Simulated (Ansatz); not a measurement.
The reference is MgTe in the zinc blende structure (space group F-43m, No. 216; a = 6.368 Å). Axes: x, y, z lie along the cube axes.

All numbers come from Ansatz (a program for electronic structure) LDA, without spin-orbit coupling.

For the base:

Gap character: direct at Γ

It is then changed as follows: compressive biaxial strain of 1.50 % in the plane normal to [001], as in epitaxy on a mismatched substrate; the out-of-plane cell vector and the atoms relax.

Q: What does the calculation give for the gap character after the change?

A: The gap character stays direct at Γ.

Q: Estimate the effect on the in-plane stress.

A: The mean in-plane stress (compression positive) amounts to +0.6 GPa.

With Te present, leaving out spin-orbit coupling can change the band edges. No phonon test of stability was made. k-point labels follow each cell's own Brillouin zone.
